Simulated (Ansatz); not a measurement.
Levels about the gap of amorphous Ta₁₆O₄₂Ge (59 atoms in a cell of 892 Å³, 6.77 g/cm³; zone centre alone, so wide bands show as single levels with stretches between that a denser mesh fills), at the geometry that PBE relaxed, where it gives 0.1 GPa on a denser mesh. The participation number counts the atoms over which a state spreads; weights are charges in smoothed Voronoi cells. The levels come from a single point, so bond lengths are those of that geometry. Method of the levels: PBE, scalar-relativistic without spin-orbit coupling (Ansatz, an electronic-structure program). Sampling: the zone centre alone; Fermi-Dirac width 0.02 eV; no spin polarisation. At PBE the levels at the filled edge of the gap are localised (band-tail or defect states), and the nearest spread-out levels lie 3.4 eV apart at the zone centre.

Preparation: random packing, a CHGNet melt and quench, and a DFT relaxation. O atoms were pushed apart under 1.9 Å during the dynamics, to hinder bonds among them. The hot cell started wider than the set density and was brought back towards it in steps. It is the lowest in DFT energy of 2 quenches. It is a model cell: composition and starting density were chosen by hand, and all elements were melted together. No dispersion term was used. Its density started from a set value of 7.23 and ended at 6.77 g/cm³. Cooling (nominally 360 K/ps over its main leg) ran many orders faster than in experiment, which tends to leave more defects and strain. Values belong to this one cell and scatter from quench to quench. The volume was free in the relaxation, at fixed shape. Stress components on the final sampling reach 2.3 GPa. On a 2×2×2 Γ-centred mesh force components of up to 0.13 eV/Å stay, since the relaxation ran on the zone centre alone.

```json
[
 {"E - E(highest filled), eV": "-0.63", "filling": "filled", "participation number": "14.6", "largest on": "O, 2 neighbours", "weight O": "0.95", "weight Ta": "0.05", "weight Ge": "0.00"},
 {"E - E(highest filled), eV": "-0.56", "filling": "filled", "participation number": "18.0", "largest on": "O, 2 neighbours", "weight O": "0.95", "weight Ta": "0.04", "weight Ge": "0.00"},
 {"E - E(highest filled), eV": "-0.51", "filling": "filled", "participation number": "19.3", "largest on": "O, 2 neighbours", "weight O": "0.96", "weight Ta": "0.03", "weight Ge": "0.00"},
 {"E - E(highest filled), eV": "-0.43", "filling": "filled", "participation number": "15.6", "largest on": "O, 3 neighbours", "weight O": "0.96", "weight Ta": "0.04", "weight Ge": "0.00"},
 {"E - E(highest filled), eV": "-0.36", "filling": "filled", "participation number": "7.1", "largest on": "O, 3 neighbours", "weight O": "0.97", "weight Ta": "0.03", "weight Ge": "0.00"},
 {"E - E(highest filled), eV": "-0.21", "filling": "filled", "participation number": "3.5", "largest on": "O, 2 neighbours", "weight O": "0.95", "weight Ta": "0.03", "weight Ge": "0.02"},
 {"E - E(highest filled), eV": "0.00", "filling": "filled", "participation number": "5.5", "largest on": "O, 2 neighbours", "weight O": "0.93", "weight Ta": "0.07", "weight Ge": "0.00"},
 {"E - E(highest filled), eV": "3.00", "filling": "empty", "participation number": "12.8", "largest on": "Ta, 6 neighbours", "weight O": "0.33", "weight Ta": "0.66", "weight Ge": "0.01"},
 {"E - E(highest filled), eV": "3.07", "filling": "empty", "participation number": "12.6", "largest on": "Ta, 5 neighbours", "weight O": "0.34", "weight Ta": "0.64", "weight Ge": "0.02"},
 {"E - E(highest filled), eV": "3.26", "filling": "empty", "participation number": "29.0", "largest on": "Ta, 4 neighbours", "weight O": "0.37", "weight Ta": "0.62", "weight Ge": "0.01"},
 {"E - E(highest filled), eV": "3.29", "filling": "empty", "participation number": "8.5", "largest on": "Ta, 6 neighbours", "weight O": "0.35", "weight Ta": "0.64", "weight Ge": "0.00"},
 {"E - E(highest filled), eV": "3.34", "filling": "empty", "participation number": "21.4", "largest on": "Ta, 6 neighbours", "weight O": "0.36", "weight Ta": "0.64", "weight Ge": "0.00"},
 {"E - E(highest filled), eV": "3.45", "filling": "empty", "participation number": "16.7", "largest on": "Ta, 6 neighbours", "weight O": "0.36", "weight Ta": "0.63", "weight Ge": "0.00"},
 {"E - E(highest filled), eV": "3.51", "filling": "empty", "participation number": "19.6", "largest on": "Ta, 6 neighbours", "weight O": "0.37", "weight Ta": "0.63", "weight Ge": "0.00"}
]
```

Most localised among these is the filled level at -0.21 eV, on a O atom, which has 2 neighbours (Ge 1.74 Å, Ta 2.11 Å).
